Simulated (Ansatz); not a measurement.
System: Bi2SO2 (model structure, started from the La2SO2 type, P-3m1, No. 164, 5 atoms in the cell). Method: r²SCAN (Ansatz, a quantum-chemistry and plane-wave program, PAW).

Settings: plane-wave cutoff 560 eV, 12×12×6 k mesh (along the axes of the cell as run), Fermi–Dirac smearing 0.01 eV, scalar-relativistic PAW data made under PBE.

Cell (relaxed at this level):

```yaml
crystal:
  lattice:
    - [3.96291, 0.00000, 0.00000]
    - [-1.98145, 3.43198, 0.00000]
    - [0.00000, 0.00000, 6.79563]
  atoms:
    - { symbol: Bi, position: [0.66667, 0.33333, 0.77880] }
    - { symbol: Bi, position: [0.33333, 0.66667, 0.22120] }
    - { symbol: S, position: [0.00000, 0.00000, 0.50000] }
    - { symbol: O, position: [0.66667, 0.33333, 0.12047] }
    - { symbol: O, position: [0.33333, 0.66667, 0.87953] }
```

Task: Predict the band gap, smallest direct gap on the k points sampled and direct gap at Γ.

Result: 
band gap: 1.95 eV
smallest direct gap on the k points sampled: 2.37 eV
direct gap at Γ: 3.08 eV

Note: the relaxation could raise the start's symmetry but not lower it, so the cell can be a saddle point.

Spin–orbit coupling is not included; with these elements it can move the gap by several tenths of an eV or more.

The computed numbers hold no vibrational or temperature effects.

It cost around 60 core-seconds (rough) of CPU time.

A model structure was made by putting elements into a prototype or built by hand; it is no filed structure, need not be a known phase, and can be a saddle point held by its symmetry.
